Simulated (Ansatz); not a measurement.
## HgS: response to strain

The parent structure is HgS in the zinc blende structure (space group F-43m, No. 216; a = 5.812 Å).

Strains are applied to the cell and any free atomic positions relax.

Calculations: LDA (Ansatz, a quantum-chemistry and plane-wave program; PAW; 420 eV plane waves; scalar-relativistic without spin-orbit coupling).

Notes on the quantities. energy relative to the base: free energy F.

| case | energy relative to the base | pressure | shortest interatomic distance |
|---|---|---|---|
| base | 0 meV/atom | 0.0 GPa | 2.517 Å |
| isotropic strain −3.00 % | +47 meV/atom | 7.7 GPa | 2.441 Å |
| isotropic strain −2.50 % | +32 meV/atom | 6.2 GPa | 2.454 Å |
| isotropic strain −2.00 % | +20 meV/atom | 4.7 GPa | 2.466 Å |
| isotropic strain −1.00 % | +4.8 meV/atom | 2.2 GPa | 2.491 Å |
| isotropic strain −0.50 % | +1.2 meV/atom | 1.1 GPa | 2.504 Å |
| isotropic strain +1.00 % | +4.5 meV/atom | -1.9 GPa | 2.542 Å |
| isotropic strain +1.50 % | +9.9 meV/atom | -2.7 GPa | 2.554 Å |
| isotropic strain +2.50 % | … | … | 2.580 Å |
| isotropic strain +3.00 % | +37 meV/atom | -4.8 GPa | 2.592 Å |

Q: Some entries are withheld; estimate them.

A: 
- isotropic strain +2.50 %, energy relative to the base: +26 meV/atom
- isotropic strain +2.50 %, pressure: -4.2 GPa

A case with no gap was solved on a k-mesh chosen for an insulator, which is coarse for it. Stability against distortions was not tested. The final runs are not spin-polarised.
